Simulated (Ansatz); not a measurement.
**Effect of isotropic strain −0.50 % on Nb**

Start from Nb in the bcc (W type) structure (space group Im-3m, No. 229; a = 3.248 Å; relaxed with 0.1 eV smearing).

Modification: every lattice vector is shortened by 0.50 %; the atoms relax in the strained cell.

Level of theory: Kohn–Sham DFT with the LDA functional, run in Ansatz (a quantum-chemistry and plane-wave program) with PAW and 420 eV plane waves, without spin-orbit coupling. Γ-centred 28×28×28 mesh, Fermi–Dirac width 0.1 eV.

```json
[
 {"quantity": "volume per atom", "base": "17.14 Å³", "changed": "16.88 Å³", "shift": "-0.26 Å³"},
 {"quantity": "space group", "base": "Im-3m (No. 229)", "changed": "Im-3m (No. 229)", "shift": "–"},
 {"quantity": "shortest interatomic distance", "base": "281.3 pm", "changed": "279.9 pm", "shift": "-1.4 pm"},
 {"quantity": "energy relative to the base (free energy F)", "base": "0 meV/atom", "changed": "+2.3 meV/atom", "shift": "+2.3 meV/atom"},
 {"quantity": "pressure", "base": "0.0 GPa", "changed": "2.9 GPa", "shift": "+2.9 GPa"},
 {"quantity": "band gap", "base": "zero", "changed": "zero", "shift": "–"}
]
```

No phonon test of stability was made. The final runs are not spin-polarised.
